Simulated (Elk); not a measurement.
A self-consistent single point of Al (Fm-3m, 1 atom in the cell) with Elk.

Method: PBEsol, all-electron FP-LAPW, Elk's shipped species files, APW+lo basis with extra local orbitals in Elk.

The change in words: lattice scaled by 0.98; rgkmax: 8 → 5.37. Reference geometry:
```xyz
1
Lattice="0.0000 2.0311 2.0311 2.0311 0.0000 2.0311 2.0311 2.0311 0.0000" Properties=species:S:1:pos:R:3 pbc="T T T"
Al     0.0000     0.0000     0.0000
```

Reference input (self-consistent single point, DFT, PBEsol, all-electron FP-LAPW, Elk's shipped species files, APW+lo basis with extra local orbitals): xctype = 22; rgkmax = 8; stype = 3; swidth = 0.00367493 Ha; ngridk = 10 10 10; gmaxvr = 14 1/bohr; nxlo = 2; lorbcnd = true; lmaxi = 2. This run's input differs from it in these lines:

```diff
@@ -7,3 +7,3 @@
 rgkmax
-  8.0
+  5.37
 
@@ -28,5 +28,5 @@
 avec
-    0.0000000000    3.8381754886    3.8381754886
-    3.8381754886    0.0000000000    3.8381754886
-    3.8381754886    3.8381754886    0.0000000000
+    0.0000000000    3.7614110339    3.7614110339
+    3.7614110339    0.0000000000    3.7614110339
+    3.7614110339    3.7614110339    0.0000000000
```

Output (repeated stretches shortened):

```
│ Self-consistent loop started │
│ Loop number : 1 │
 total energy                :     -242.653296056
│ Loop number : 2 │
 total energy                :     -242.652121517
RMS change in Kohn-Sham potential (target) :   0.7885819864     (  0.1000000000E-05)
Absolute change in total energy (target)   :   0.1174539120E-02 (  0.1000000000E-03)
│ Loop number : 3 │
 total energy                :     -242.538447584
RMS change in Kohn-Sham potential (target) :   0.4001472031     (  0.1000000000E-05)
Absolute change in total energy (target)   :   0.1139675671     (  0.1000000000E-03)
│ Loop number : 4 │
   [... lines left out ...]
Absolute change in total energy (target)   :   0.3447836622E-03 (  0.1000000000E-03)
│ Loop number : 11 │
 total energy                :     -242.364304377
RMS change in Kohn-Sham potential (target) :   0.2268009720E-05 (  0.1000000000E-05)
Absolute change in total energy (target)   :   0.3306552654E-04 (  0.1000000000E-03)
│ Loop number : 12 │
 total energy                :     -242.364297901
RMS change in Kohn-Sham potential (target) :   0.6029164244E-06 (  0.1000000000E-05)
Absolute change in total energy (target)   :   0.1474225553E-04 (  0.1000000000E-03)
Convergence targets achieved

│ Loop number : 13 │

Energies :
 Fermi                       :     0.292324513431
 total energy                :     -242.364295136

Density of states at Fermi energy :    16.75140884
 (states/Hartree/unit cell)

Estimated indirect band gap :   0.2449223725E-02
 from k-point     42 to k-point     30
Estimated direct band gap   :   0.2315524989E-01
 at k-point     42

Charges :
 core                        :    4.000000000
 valence                     :    9.000000000
 interstitial                :    1.759391764
 muffin-tins (core leakage)
  species :    1 (Al)
   atom    1                 :    11.24060824     (  0.4791986608E-03)
 total in muffin-tins        :    11.24060824
 total calculated charge     :    12.99063733
 total charge                :    13.00000000
 error                       :   0.9362665311E-02

│ Self-consistent loop stopped │
```

The run converged in 13 iterations. The count includes the last loop, which Elk runs after its targets are met. Against the reference run the free energy rises by 93.2 meV/atom.

The starting cell has typed, rounded lattice constants, without a prior relaxation at this level. Its lattice was rescaled by up to half a per cent. For this run, on top of that: lattice scaled by 0.98. Values depend on the basis (sphere radii, cutoffs, local orbitals), which need not be converged. The log's line on a gap gives a spacing of levels on this mesh, which the program prints for metals too.
